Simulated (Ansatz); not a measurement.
The starting structures come from a database of crystals and need not be the phases stable at ambient conditions.

 Where the default PAW files enter, the runs use the earlier of Ansatz's two default sets.

By LDA, the system below comes out a metal.

Consider the following.

```yaml
crystal:
  lattice:
    - [3.32152, 0.00000, 0.00000]
    - [0.00000, 4.05838, 0.00000]
    - [1.66076, -2.02919, 2.02919]
  atoms:
    - { symbol: Sn, position: [0.00000, 0.00000, 0.00000] }
```

Space group of this cell: I4/mmm. The cell is taken as given; by LDA its mean pressure is -3.1 GPa.

The current flows along the normal of the first two printed cell vectors, the (100) plane of the conventional cell. No spin-orbit coupling; the value is a mean over 0.1 eV about the Fermi level.

Question: Predict the ballistic conductance per area from Ansatz (an electronic-structure program) with LDA.

Answer: 1.2 × 10¹⁵ S/m² for both spins.
